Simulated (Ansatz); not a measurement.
## How far PBE and r2SCAN part for TaSi2

Base system: TaSi2 (space group P6_222, No. 180; a = 4.803 Å, c = 6.603 Å).

(Cell as relaxed with PBE.)

Levels (all Ansatz, a first-principles code, PAW): PBE (420 eV, no SOC); r2SCAN (500 eV, scalar-relativistic without spin-orbit coupling).

Each level relaxes its own structure.

| quantity | PBE | r2SCAN |
|---|---|---|
| volume per atom | 14.66 Å³ | … |
| lattice parameter a | 480.3 pm | … |
| lattice parameter c | 660.3 pm | … |
| band gap | zero | … |

Task: What does r2SCAN give?

Result: 
- volume per atom, r2SCAN: 14.40 Å³
- lattice parameter a, r2SCAN: 477.6 pm
- lattice parameter c, r2SCAN: 656.3 pm
- band gap, r2SCAN: zero

PBE's volume per atom lies 0.253 Å³ above r2SCAN's (1.8 %); PBE's lattice parameter a lies 2.7 pm above r2SCAN's (0.6 %); PBE's lattice parameter c lies 4.06 pm above r2SCAN's (0.6 %); the two agree on the band gap. Neither level is exact; r2SCAN is the comparison here, not a measurement.

No phonon test of stability was made. All final runs are without spin polarisation. An odd electron count without spin: TaSi2.
